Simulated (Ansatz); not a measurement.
The parent structure is NaI in the rock salt structure (space group Fm-3m, No. 225).

```yaml
crystal:
  lattice:
    - [0.00000, 3.26405, 3.26405]
    - [3.26405, 0.00000, 3.26405]
    - [3.26405, 3.26405, 0.00000]
  atoms:
    - { symbol: Na, position: [0.00000, 0.00000, 0.00000] }
    - { symbol: I, position: [0.50000, 0.50000, 0.50000] }
```

The values are results of PBE in Ansatz (plane waves to 420 eV, PAW, scalar-relativistic without spin-orbit coupling), not measurements.

Strains are applied to the cell and any free atomic positions relax.

One change was made to it. Results:

The valley order (the lowest conduction-band minima on the path, energy above the VBM, named in the base's zone) goes from Γ 3.58 eV; X along ⟨100⟩ 4.48 eV; L along ⟨111⟩ 5.09 eV to Γ 3.66 eV; X along ⟨100⟩ 4.50 eV; L along ⟨111⟩ 5.10 eV; the width of the top valence band rises by 0.05 eV to 0.94 eV; the hole mass (degenerate bands, along [100]) changes from 0.39, 1.7, 1.7 mₑ (at Γ) to 0.38, 1.6, 1.6 mₑ (at Γ); the energy goes up by 1.6 meV/atom.

Question: Which of these changes matches the shifts?
(A) isotropic strain +2.50 %
(B) isotropic strain −2.00 %
(C) isotropic strain +0.50 %
(D) isotropic strain −1.50 %
(E) isotropic strain −1.00 %

Answer: E, isotropic strain −1.00 %. For comparison, the valley order in the other runs: isotropic strain +2.50 % gives Γ 3.40 eV; X along ⟨100⟩ 4.41 eV; isotropic strain −2.00 % gives Γ 3.74 eV; X along ⟨100⟩ 4.53 eV; L along ⟨111⟩ 5.11 eV; isotropic strain +0.50 % gives Γ 3.54 eV; X along ⟨100⟩ 4.47 eV; isotropic strain −1.50 % gives Γ 3.70 eV; X along ⟨100⟩ 4.52 eV; L along ⟨111⟩ 5.10 eV.

Spin-orbit coupling, missing from the scalar runs, can matter with I. The levels and masses belong to the bands next to the band gap. Effective masses come from finite differences of ±0.01 Å⁻¹. No phonon test of stability was made.

Ansatz is a program for electronic structure.
